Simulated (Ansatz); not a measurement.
Consider the following.

```
CELL_PARAMETERS angstrom
     -2.72055     4.80133     2.76545
      2.72055    -4.80133     2.76545
      2.72055     4.80133    -2.76545
ATOMIC_POSITIONS crystal
  S  0.88114 0.78489 0.66603
  S  0.38114 0.71511 0.09624
  S  0.61886 0.28489 0.90376
  S  0.11886 0.21511 0.33397
  Si 0.75000 0.75000 0.00000
  Si 0.25000 0.25000 0.00000
```

No spin polarisation.

Calculations: PBE (Ansatz, a quantum-chemistry and plane-wave program; PAW; 420 eV plane waves; scalar-relativistic without spin-orbit coupling). Γ-centred 8×8×8 mesh, Fermi–Dirac width 0.05 eV.

**Question.** Predict the electron mass and band gap.

**Answer.** The electron mass is 0.72 mₑ along a, 0.94 mₑ along b, 1.2 mₑ along c (off the special points) and the band gap is 2.65 eV.

Load acts through the strain it causes; cell and atoms are relaxed under it. Effective masses come from finite differences of ±0.01 Å⁻¹. No phonon test of stability was made. The cell was made from SiS₂ (space group Ibam, No. 72; made of chains) by this change: pressure 1.8 GPa. No dispersion term is included, though the crystal is made of layers, chains or molecules, so its spacings can come out too wide.
